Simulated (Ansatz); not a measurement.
Consider BAs in the zinc blende structure (space group F-43m, No. 216; a = 4.7322 Å). Axes: x, y, z lie along the cube axes.

Calculations: Ansatz (an electronic-structure program) LDA, without spin-orbit coupling.

Strains are applied to the cell and any free atomic positions relax; under biaxial strain the out-of-plane vector relaxes too.

One change was made to it. Results:

```json
[
 {"quantity": "energy relative to the base (free energy F)", "base": "0 meV/atom", "after": "+4.9 meV/atom"},
 {"quantity": "band gap", "base": "1.11 eV", "after": "1.04 eV"}
]
```

Problem. Which change produced these results?
A) biaxial strain +1.67 %, plane normal [111], relaxed out of plane
B) biaxial strain −2.50 %, plane normal [111], relaxed out of plane
C) biaxial strain +1.25 %, plane normal [111], relaxed out of plane

Solution. C, biaxial strain +1.25 %, plane normal [111], relaxed out of plane. For comparison, the energy relative to the base in the other runs: biaxial strain +1.67 %, plane normal [111], relaxed out of plane gives +8.6 meV/atom; biaxial strain −2.50 %, plane normal [111], relaxed out of plane gives +21 meV/atom.

No phonon test of stability was made.
